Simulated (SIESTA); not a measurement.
Band structure of Ta2InC (P6_3/mmc, 8 atoms in the cell).

```
Ta2InC
1.0
    3.16751     0.00000     0.00000
   -1.58376     2.74314     0.00000
    0.00000     0.00000    14.53348
Ta In C
4 2 2
Direct
  0.66667   0.33333   0.58297
  0.33333   0.66667   0.41703
  0.33333   0.66667   0.08297
  0.66667   0.33333   0.91703
  0.66667   0.33333   0.25000
  0.33333   0.66667   0.75000
  0.00000   0.00000   0.50000
  0.00000   0.00000   0.00000
```

Level of theory: LDA PW92, numerical atomic orbitals TZP, PseudoDojo LDA standard norm-conserving potentials (rewritten from UPF to PSML) (SIESTA).

Settings: XC.functional = LDA; XC.authors = PW92; potentials = PseudoDojo LDA standard; PAO.BasisSize = TZP; PAO.EnergyShift = 0.01 Ry; MeshCutoff = 300 Ry; kgrid.MonkhorstPack = 7 7 2; OccupationFunction = MP; OccupationMPOrder = 0; ElectronicTemperature = 100 meV; MaxSCFIterations = 150; SCF.Mixer.Method = Pulay; SCF.Mixer.Weight = 0.2; SCF.Mixer.History = 8.

The starting cell comes from a database of computed structures (which also holds hypothetical and non-ambient phases and stackings), without a prior relaxation at this level. Spin-orbit coupling is off. Spin polarisation is off. Values carry the incompleteness of an atom-centred basis.

Levels in eV from the Fermi level, bands 41 to 46:
```csv
point,41,42,43,44,45,46
Γ,-0.53,-0.53,-0.52,-0.52,1.08,1.08
M,-1.96,-1.95,0.88,1.64,1.75,2.22
K,-1.87,-1.87,-1.52,-0.03,0.46,0.46
A,-0.52,-0.52,-0.52,-0.52,1.14,1.14
L,-1.96,-1.96,1.35,1.35,1.90,1.90
H,-1.77,-1.77,-0.79,-0.79,0.39,0.39
```

Bands cross the Fermi level along this path, so the cell is metallic at this level.

Higher empty bands are left out: an atom-centred basis made for the valence describes them poorly.
